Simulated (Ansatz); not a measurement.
Given:

```
KMgH3
1.0
    3.97639     0.00000     0.00000
    0.00000     3.97639     0.00000
    0.00000     0.00000     3.97639
K Mg H
1 1 3
Direct
  0.00000   0.00000   0.00000
  0.50000   0.50000   0.50000
  0.50000   0.00000   0.50000
  0.00000   0.50000   0.50000
  0.50000   0.50000   0.00000
```

The numbers are results of PBEsol, rigid bands (plane waves, PAW, scalar-relativistic; Ansatz, a program for electronic structure), not measurements. How the cell was made: cell and atoms relaxed with PBEsol.

Q: Predict the electron conductivity mass (n e² τ/σ) at 300 K, by direction if it differs.

A: 0.36 mₑ.

Q: What conductivity effective mass do dilute holes have at 300 K?

A: 0.68 mₑ.

Q: And the band gap?

A: 2.36 eV at this level; semilocal functionals usually fall short of the measured gap.

Rigid bands, one relaxation time for all states, no polarons. Spin-orbit coupling is left out; where it splits the top of the valence band it changes the hole mass and lowers the gap by about a third of the splitting.

Formula and space group known from diffraction (Crystallography Open Database), not checked to be the room-temperature form: KMgH3 (Pm-3m).
